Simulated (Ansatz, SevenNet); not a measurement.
For MoP (P-6m2, No. 187, 2 atoms in the cell; start COD 1539074), the machine-learned potential SevenNet-0 (trained on PBE and PBE+U data) gives:

| Property | Result |
|---|---|
| lattice constant a | 3.249 Å |
| c axis length | 3.194 Å |

Q: What does PBEsol (Ansatz, a program for electronic structure, plane waves, PAW) give for the same quantities?

A: 
- lattice constant a: 3.206 Å (falls by 1.3 %)
- lattice parameter c: 3.174 Å (shrinks by 0.6 %)

Changes are worked out from the printed values.

Unless a cell is named, each level is at its own relaxed cell (SevenNet-0 14.60, PBEsol 14.13 Å³/atom).

Caveats: the relaxation could not lower the start's symmetry, so the cell can be a saddle point above a distorted one (SevenNet-0, PBEsol). Ansatz's density-functional and Hartree–Fock values are scalar-relativistic unless marked +SOC, with PAW data made under PBE.
